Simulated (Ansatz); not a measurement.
Take SiO₂ (space group P3_221, No. 154; a = 4.949 Å, c = 5.441 Å) as the base.

Method: Ansatz (a first-principles code), PBEsol, PAW, cutoff 420 eV, no SOC.

Base values:

| Item | Result |
|---|---|
| Gap character | indirect, K → Γ |
| Width of the top valence band | 0.57 eV |

The change: the cell is scaled by 0.9700 in all directions, atoms relaxed at fixed cell.

### Question
What happens to the mean gap deformation potential ΔEg/Δln V, gap character, width of the top valence band and largest internal atomic displacement?

### Answer
The mean gap deformation potential ΔEg/Δln V amounts to -2.6 eV; the gap character stays indirect, K → Γ; the width of the top valence band falls by 0.04 eV to 0.53 eV; the largest internal atomic displacement is 0.159 Å.

The cells carry an imposed strain or load. No phonon test of stability was made.
